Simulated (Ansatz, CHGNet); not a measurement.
# L1₂ (Cu3Au-type) Ni₃Al: properties by level of theory

Reference values: lattice constant a 3.572 Å (measured, temperature not stated, no zero-point or thermal correction; as tabulated in Tensorial elastic properties and stability of interface states associated with …); formation enthalpy -0.420 ± 0.02 eV/atom (measured, 298 K, copied from a table, unchecked, not corrected to a static lattice; as tabulated in Wang et al. (2021), doi:10.1038/s41598-021-94550-5).

```
level (code)      lattice constant a (Å)  enthalpy of formation (eV/atom)
----------------  ----------------------  -------------------------------
CHGNet 0.3.0                       3.558                           -0.473
CHGNet-r²SCAN                      3.524                           -0.472
RPBE (Ansatz)                      3.598                                ?
r²SCANh (Ansatz)                   3.521                           -0.449
```

### Question
Some entries are withheld; supply them.

### Answer

- RPBE (Ansatz, a quantum-chemistry and plane-wave program), enthalpy of formation (eV/atom): -0.417

Differences from the reference values (errors of the level alone only where the reference is corrected to a static lattice):

| level | lattice constant a (%) | formation enthalpy (eV/atom) |
|---|---|---|
| CHGNet 0.3.0 | -0.39 | -0.053 |
| CHGNet-r²SCAN | -1.34 | -0.052 |
| RPBE | +0.73 | +0.003 |
| r²SCANh | -1.43 | -0.029 |

Nearest: lattice constant a, not ranked (reference at room or unstated temperature); formation enthalpy, not ranked (one source).

Machine-learned potentials (CHGNet 0.3.0, CHGNet-r²SCAN) are trained on DFT data: a solid inside that data is no test of them.

Ansatz's density-functional and Hartree–Fock values are scalar-relativistic unless marked +SOC, with PAW data made under PBE.

Spin-polarised runs: RPBE (parallel moments), r²SCANh (parallel moments).

Differences are worked out from the printed values.

Computed values are for the static lattice.
